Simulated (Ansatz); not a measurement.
An Ansatz (a program for electronic structure) run: CdGa2Se4 with a change (biaxial strain −1.50 %, plane normal [001], relaxed out of plane); DFT with PBEsol, PAW potentials and a 420 eV plane-wave cutoff in Ansatz, scalar-relativistic without spin-orbit coupling.

Input:

Ansatz 0.2 input:
```yaml
crystal:
  lattice:
    - [5.6403730858, 0, 0]
    - [0, 5.6403730858, 0]
    - [2.8201865429, -2.8201865429, 5.4309200816]
  atoms:
    - { symbol: Se, position: [0.1156686739, 0.8628533238, 0.2797175761] }
    - { symbol: Se, position: [0.8628533238, 0.60461375, 0.7202824239] }
    - { symbol: Se, position: [0.60461375, 0.4168642523, 0.2797175761] }
    - { symbol: Se, position: [0.4168642523, 0.1156686739, 0.7202824239] }
    - { symbol: Ga, position: [0.25, 0.25, 0.5] }
    - { symbol: Ga, position: [0.5, 0.5, 0] }
    - { symbol: Cd, position: [0, 0, 0] }
basis: { ecutwfc: 420, ecutrho_ratio: 4, xc_grid: 2, fft_grid_basis: typed }
kpoints: { mp_grid: { grid: [8, 8, 8] } }
hamiltonian:
  xc: pbesol
  dispersion: none
  pseudopotentials: { kind: paw }
scf: { occupations: { method: fermi_dirac, width: 0.05 } }
relax: { f_tol: 0.005, max_steps: 50, cell: { stress_tol: 0.01, fix: [a, b, gamma] } }
output: { forces: true, stress: true }
checkpoint: { write: state.ck, write_every: 1000 }
```

Output (explanatory and most iteration lines left out):

```
Relaxation: its limit of steps is 50 (relax.max_steps)
Pseudopotential: Se, paw, valence charge 16
Pseudopotential: Ga, paw, valence charge 13
Pseudopotential: Cd, paw, valence charge 20
Crystal: 7 atoms, lattice volume = 172.778 Å³
Basis set: ecut = 420 eV, 3379 PW (Γ), exchange–correlation on 80×80×96 points (8 copies of the dense FFT grid, shifted against one another)
Bands: 66, of which v1, the nominal top of the filled ones, is band 55 counted from 1 (54 counted from 0)
Symmetry: 4 space group operations
Space group: I-4 (ITA 82), of the structure as read, at distance tolerance 5.6e-5 Å
k-points: 78 of 512 (time reversal used)
Functional: x = pbesol(κ = 0.804, μ = 0.12345679012345678), c = pbesol(β = 0.046)
SCF iter   1: F=—  HF=-37371.412601 eV  |F-HF|=—  |Δ(HF+E_count)|=         —  Δρ=3.40e-3  dr2=2.23e-2  ethr=1.77e-3  ⟨swp⟩=6.0  Hψ=17610  notcnv=0  defer=7
SCF iter   2: F=—  HF=-37371.407578 eV  |F-HF|=—  |Δ(HF+E_count)|=   5.02e-3  Δρ=1.34e-3  dr2=3.90e-3  ethr=2.02e-5  ⟨swp⟩=3.0  Hψ=10268  notcnv=0  defer=106
SCF 1 converged in 7 iterations: F = -37371.407309 eV  dr2 = 3.23e-8
relax step   1: F+E_penalty+E_count = -37371.40730922 eV  Δ(F+E_penalty+E_count) = +0.000e0 eV  max|allowed force component| = 1.386e-1 eV/Å  Δτ_max = 0.0000 Å  P = +1.460 GPa  Ω = 172.778 Å³  fix = [a, b, gamma]  reactions: a +1.690, b +1.690 GPa  (7 SCF iters, dr2 threshold 1.00e-7 eV, accepted)
[... steps on the carried basis left out ...]
relax step   4: F+E_penalty+E_count = -37371.41981286 eV  Δ(F+E_penalty+E_count) = -3.247e-5 eV  max|allowed force component| = 3.405e-4 eV/Å  Δτ_max = 0.0014 Å  P = +0.439 GPa  Ω = 174.396 Å³  energy of the carried Pulay correction = -2.754e-4 eV  fix = [a, b, gamma]  reactions: a +0.660, b +0.660 GPa  (5 SCF iters, dr2 threshold 5.91e-9 eV, accepted)
Crystal: 7 atoms, lattice volume = 174.396 Å³
SCF iter   1: F=—  HF=-37371.418513 eV  |F-HF|=—  |Δ(HF+E_count)|=         —  Δρ=2.97e-4  dr2=3.41e-6  ethr=1.75e-7  ⟨swp⟩=3.0  Hψ=30238  notcnv=0
SCF iter   2: F=—  HF=-37371.419697 eV  |F-HF|=—  |Δ(HF+E_count)|=   1.18e-3  Δρ=1.50e-4  dr2=8.50e-7  ethr=3.10e-9  ⟨swp⟩=2.0  Hψ=7204  notcnv=0
SCF 5 converged in 8 iterations: F = -37371.420082 eV  dr2 = 5.58e-13
SCF converged after 8 iterations
Free energy (F): -37371.420082 eV
Internal energy: -37371.420082 eV  (E = F + TS)
E sigma→0 (E₀):  -37371.420082 eV
Entropy (-TS):   -0.000000 eV (-0.000 meV/atom)
Fermi energy:    7.861702 eV
--- Forces (eV/Å), atoms counted from 1 ---
  atom   1  Se    -0.00008320    -0.00033710    -0.00013341
  atom   2  Se    -0.00033710     0.00008320     0.00013341
  atom   3  Se     0.00008320     0.00033710    -0.00013341
  atom   4  Se     0.00033710    -0.00008320     0.00013341
  atom   5  Ga     0.00000000    -0.00000000     0.00000000
  atom   6  Ga     0.00000000    -0.00000000     0.00000000
  atom   7  Cd     0.00000000    -0.00000000     0.00000000
--- Stress (GPa, compression-positive) ---
        0.659152      -0.000000       0.000000
        0.000000       0.659152      -0.000000
        0.000000      -0.000000      -0.002948
  P = ⅓ Tr σ = 0.4385 GPa (4.385 kbar)
--- Relaxed structure (4 steps of the walk, 4 accepted, 1 SCFs on fresh bases) ---
  cell:  # Å, volume = 174.3965 Å³
    - [5.6403730858, -1.1143780668691676e-126, -3.315641347780832e-33]
    - [-1.1143780668691676e-126, 5.6403730858, -1.5603018107203913e-33]
    - [2.8201865429, -2.8201865429, 5.481785653784526]
  atoms:
    - { symbol: Se, position: [0.11270230230197778, 0.8603249300847952, 0.27980392643834057] }
    - { symbol: Se, position: [0.8603249300847953, 0.6074937712596817, 0.7201960735616595] }
    - { symbol: Se, position: [0.6074937712596817, 0.41947899635354546, 0.27980392643834057] }
    - { symbol: Se, position: [0.41947899635354535, 0.11270230230197786, 0.7201960735616595] }
    - { symbol: Ga, position: [0.25, 0.25, 0.5] }
    - { symbol: Ga, position: [0.5, 0.5, 2.2815437872568434e-20] }
    - { symbol: Cd, position: [-1.6899767858746652e-20, 1.1407718936283768e-20, 2.2815437872568434e-20] }
```

Whether these cells are dynamically stable was not tested. The cell was made from CdGa₂Se₄ (space group I-4, No. 82) by this change: biaxial strain −1.50 %, plane normal [001], relaxed out of plane.
